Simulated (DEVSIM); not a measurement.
Structure: Pd/SiO2/n-GaSb capacitor, at 300 K.

```csv
layer (left to right),material,thickness (nm),Nd (cm⁻³)
1,SiO2,8.70,-
2,GaSb,1900,1e17
```

Metal gate on the left, work function 5.2 eV. Fixed charge at the semiconductor interface 0 cm⁻² (in units of +e); interface traps 6.1e10 cm⁻² eV⁻¹, uniform in energy, neutral level at 0.3 of the gap above the valence band.

Constants are typed, rounded textbook-type inputs, not results; the design itself was drawn at random and stands for no fabricated device. Values at 300 K.

| parameter | SiO2 | GaSb |
|---|---|---|
| gap (eV) | 9 | 0.726 |
| affinity (eV) | 0.9 | 4.06 |
| permittivity | 3.9 | 15.7 |
| Nc (cm⁻³) | - | 2.1e17 |
| Nv (cm⁻³) | - | 1.8e19 |

Simulated with DEVSIM: 1D Poisson equation in equilibrium, Boltzmann statistics, complete ionisation; no quantum confinement or tunnelling. Metal contacts follow the ideal Schottky-Mott rule: no Fermi-level pinning, no interface dipoles.

The substrate doping was swept, all else fixed.

```
substrate doping (cm^-3)  threshold voltage (band bending 2φF) (V)  flat-band voltage (V)  minimum of the low-frequency capacitance (μF/cm²)
------------------------  ----------------------------------------  ---------------------  -------------------------------------------------
5e15                                                          0.55                   1.05                                             0.0494
1e16                                                          0.49                   1.07                                             0.0587
2e16                                                          0.42                   1.09                                             0.0739
5e16                                                          0.29                   1.11                                             0.0970
1e17                                                          0.14                   1.13                                              0.120
```

From the first row to the last the threshold voltage (band bending 2φF) goes from 0.55 to 0.14. From the first row to the last the flat-band voltage goes from 1.05 to 1.13.
